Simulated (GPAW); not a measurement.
## Input and output of a self-consistent single point for MgS (F-43m, 2 atoms in the cell) (GPAW)

Method of the run: PBEsol, GPAW PAW datasets PBEsol (made by gpaw-setup) (plane waves; GPAW 25.7.0).

Input as run:

```python
from ase import Atoms
from ase.units import GPa
from gpaw import GPAW

atoms = Atoms(['Mg', 'S'],
              cell=[[0.000000, 2.833120, 2.833120],
                    [2.833120, 0.000000, 2.833120],
                    [2.833120, 2.833120, 0.000000]],
              positions=[[0.000000, 0.000000, 0.000000],
                         [4.249680, 4.249680, 4.249680]],
              pbc=True)

calc = GPAW(mode={'name': 'pw', 'ecut': 850},
            xc='PBEsol',
            kpts={'size': (10, 10, 10), 'gamma': True},
            occupations={'name': 'fixed-uniform'},
            nbands=-4,
            convergence={'bands': -2},
            symmetry={'symmorphic': False, 'tolerance': 0.0005},
            maxiter=120)

atoms.calc = calc

energy = atoms.get_potential_energy()
print('Energy (eV):', round(energy, 6))
forces = atoms.get_forces()
print('Forces (eV/Ang):')
print(forces.round(5))
stress = atoms.get_stress()
print('Stress (GPa, Voigt):', (stress / GPa).round(4))
```

Output, abridged:

```
Input parameters:
  convergence: {bands: -2}
  kpts: {gamma: True,
         size: (10, 10, 10)}
  maxiter: 120
  mode: {ecut: 850,
         name: pw}
  nbands: -4
  occupations: {name: fixed-uniform}
  symmetry: {symmorphic: False,
             tolerance: 0.0005}
  xc: PBEsol

species:
  Mg:
    name: Magnesium
    Z: 12.0
    valence: 10
    core: 2
    charge: 0.0
    file: Mg.PBEsol.gz

    # Using partial waves for Mg as LCAO basis

  S:
    name: Sulfur
    Z: 16.0
    valence: 6
    core: 10
    charge: 0.0
    file: S.PBEsol.gz

    # Using partial waves for S as LCAO basis

Reference energy: -16277.884661  # eV

Spin-paired calculation

Convergence criteria:
 Maximum [total energy] change in last 3 cyles: 0.0005 eV / valence electron
 Maximum integral of absolute [dens]ity change: 0.0001 electrons / valence electron
 Maximum integral of absolute [eigenst]ate change: 4e-08 eV^2 / valence electron
 Maximum number of scf [iter]ations: 120

Symmetries present (total): 24
Symmetries with fractional translations: 0
1000 k-points: 10 x 10 x 10 Monkhorst-Pack grid + [1/20,1/20,1/20]
47 k-points in the irreducible part of the Brillouin zone
       k-points in crystal coordinates                weights
   0:     0.00000000    0.00000000    0.00000000          1/1000
   1:     0.10000000    0.10000000    0.00000000          6/1000
   2:     0.10000000    0.10000000    0.10000000          8/1000
   [... 7 lines left out ...]
          ...
  46:     0.50000000    0.50000000    0.50000000          4/1000

Wave functions: Plane wave expansion
  Cutoff energy: 850.000 eV
  Number of coefficients (min, max): 2536, 2637
  Pulay-stress correction: 0.000000 eV/Ang^3 (de/decut=0.000000)

Occupation numbers: # Uniform distribution of occupation numbers

Eigensolver

Densities:
  Coarse grid: 27*27*27 grid
  Fine grid: 54*54*54 grid
  Total Charge: 0.000000

Density mixing:
  Method: separate
  Backend: pulay
  Linear mixing parameter: 0.05
  old densities: 5
  Damping of long wavelength oscillations: 50

Hamiltonian:
  XC and Coulomb potentials evaluated on a 54*54*54 grid
  External potential:
    NoExternalPotential

XC parameters: PBEsol with 2 nearest neighbor stencil

Number of atoms: 2
Number of atomic orbitals: 12
Number of bands in calculation: 12
Number of valence electrons: 16
Bands to converge: 10

Density initialized from atomic densities
  12 bands from LCAO basis set

Atomic positions and initial magnetic moments

Positions:
   0 Mg     0.000000    0.000000    0.000000    ( 0.0000,  0.0000,  0.0000)
   1 S      4.249680    4.249680    4.249680    ( 0.0000,  0.0000,  0.0000)

Unit cell:
           periodic     x           y           z      points  spacing
  1. axis:    yes    0.000000    2.833120    2.833120    27     0.1212
  2. axis:    yes    2.833120    0.000000    2.833120    27     0.1212
  3. axis:    yes    2.833120    2.833120    0.000000    27     0.1212

  Lengths:   4.006637   4.006637   4.006637
  Angles:   60.000000  60.000000  60.000000

Effective grid spacing dv^(1/3) = 0.1322

     iter     time        total  log10-change:
                         energy   eigst   dens
iter:   1 --:--:--    -9.385933   +0.75
iter:   2 --:--:--    -9.322480   +0.08  -1.09
iter:   3 --:--:--    -9.012739   -0.46  -1.13
iter:   4 --:--:--    -9.009958   -1.14  -1.47
iter:   5 --:--:--    -9.109318   -1.29  -1.55
iter:   6 --:--:--    -9.016125   -1.95  -1.53
iter:   7 --:--:--    -9.016238   -2.96  -2.78
iter:   8 --:--:--    -9.016976c  -3.94  -2.90
iter:   9 --:--:--    -9.016299c  -3.70  -2.55
iter:  10 --:--:--    -9.016367c  -4.77  -2.89
iter:  11 --:--:--    -9.016208c  -5.41  -2.81
iter:  12 --:--:--    -9.016134c  -5.39  -3.03
iter:  13 --:--:--    -9.016134c  -5.58  -3.27
iter:  14 --:--:--    -9.016133c  -7.05  -3.86
iter:  15 --:--:--    -9.016133c  -6.82  -3.98
iter:  16 --:--:--    -9.016133c  -8.00c -4.55c

Converged after 16 iterations.

Dipole moment: (2.609648, 2.609648, 2.609648) |e|*Ang

Energy contributions relative to reference atoms: (reference = -16277.884661)

Kinetic:         +7.029914
Potential:       -6.511568
External:        +0.000000
XC:              -9.592750
Entropy (-ST):   +0.000000
Local:           +0.058271
SIC:             +0.000000
--------------------------
Free energy:     -9.016133
Extrapolated:    -9.016133

Showing only first 2 kpts
 Kpt  Band  Eigenvalues  Occupancy
  0     6      1.68965    2.00000
  0     7      1.68965    2.00000
  0     8      4.97051    0.00000
  0     9      9.52441    0.00000

  1     6      1.56864    2.00000
  1     7      1.56864    2.00000
  1     8      5.59834    0.00000
  1     9      9.15581    0.00000

Fermi level: 3.33008

Gap: 3.281 eV
Transition (v -> c):
  (s=0, k=0, n=7, [0.00, 0.00, 0.00]) -> (s=0, k=0, n=8, [0.00, 0.00, 0.00])
No difference between direct/indirect transitions
Energy (eV): -9.016133

Forces in eV/Ang:
  0 Mg    0.00000    0.00000   -0.00000
  1 S     0.00000   -0.00000   -0.00000

Stress tensor:
     0.002290     0.000000     0.000000
     0.000000     0.002290     0.000000
     0.000000     0.000000     0.002290
Stress (GPa, Voigt): [0.3669 0.3669 0.3669 0.     0.     0.    ]
```

The run converged in 16 iterations. GPAW prints stress with tension positive.

The starting cell comes from a database of computed structures (which also holds hypothetical and non-ambient phases and stackings), without a prior relaxation at this level.

Cost on one core of a shared machine: roughly 80 s.
